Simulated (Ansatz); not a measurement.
Defect: interstitial O in monoclinic HfO2, neutral cell. All values below come from PBE, PAW (plane waves to 420 eV; Ansatz, a program for electronic structure).

Settings: 96 host sites, the relaxed PBE lattice, the Γ point alone, smearing 0.01 eV, spin-restricted, no image-charge correction. Energies are static. Spin-orbit coupling is left out. The charge state is imposed; whether it is stable for some Fermi level was not computed. Sites that were not tried may lie lower.

Barriers: single points on a 2×2×2 k-point mesh shifted by half a step at the bands' geometries.

The step: a concerted move, in which O travels most; the atom moves 2.56 Å along (0.05, 0.45, -0.17) of the unit cell; the moving atom starts with neighbours Hf at 2.17; O at 1.49 Å and ends with Hf at 2.17; O at 1.49 Å.

Q: Estimate the migration barrier of this step that PBE, PAW returns for this input.

A: 0.64 eV, the same both ways. At the saddle the moving atom has neighbours 2 Hf at 2.19; 2 O at 1.88 Å. The saddle point's order was not checked, and it lies on a symmetry element of the cell, where a band can be held.
